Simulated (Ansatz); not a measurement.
**TiO2 under a change: biaxial strain −2.40 %, plane normal [001], relaxed out of plane**

Consider TiO2 in the rutile structure (space group P4_2/mnm, No. 136; a = 4.591 Å, c = 2.939 Å). Axes: x, y, z lie along a, b, c of the conventional cell.

Now apply this change: compressive biaxial strain of 2.40 % in the plane normal to [001], as in epitaxy on a mismatched substrate; the out-of-plane cell vector and the atoms relax.

All numbers come from Kohn–Sham DFT with the PBEsol functional, run in Ansatz (a quantum-chemistry and plane-wave program) with PAW and 420 eV plane waves, without spin-orbit coupling. Settings: 7×7×11 k-points, 0.05 eV Fermi–Dirac smearing.

| quantity | base | changed | shift |
|---|---|---|---|
| volume per atom | 10.33 Å³ | 10.01 Å³ | -0.32 Å³ |
| space group | P4_2/mnm (No. 136) | P4_2/mnm (No. 136) | – |
| shortest interatomic distance | 1.942 Å | 1.926 Å | -0.016 Å |
| pressure (mean of the normal stresses, compression positive) | 0.00 GPa | 6.39 GPa | +6.39 GPa |
| band gap | 1.87 eV | 1.88 eV | +0.01 eV |
| gap character | direct at Γ | direct at Γ | – |
| width of the top valence band | 1.65 eV | 1.70 eV | +0.05 eV |
| electron mass | 0.54 mₑ along c, 1.1 mₑ across (at Γ) | 0.55 mₑ out of plane, 1.1 mₑ in plane (at Γ) | – |
| hole mass | – | 2.1 mₑ out of plane, 1.8 mₑ in plane (at Γ) | – |
| valence-band top at Γ (three highest levels, from the VBM) | 0.00, -0.45, -0.45 eV | 0.00, -0.46, -0.46 eV | – |
| out-of-plane strain | – | +1.74 % | – |
| ratio −ε⊥/ε∥ | – | 0.73 | – |
| mean in-plane stress (compression positive) | – | +9.6 GPa | – |

Cost of the whole job for the changed cell (relaxation, final SCF and bands): roughly 40 core-seconds.

Masses are band curvatures over ±0.01 Å⁻¹ around the edge. No phonon test of stability was made. The final runs are not spin-polarised.
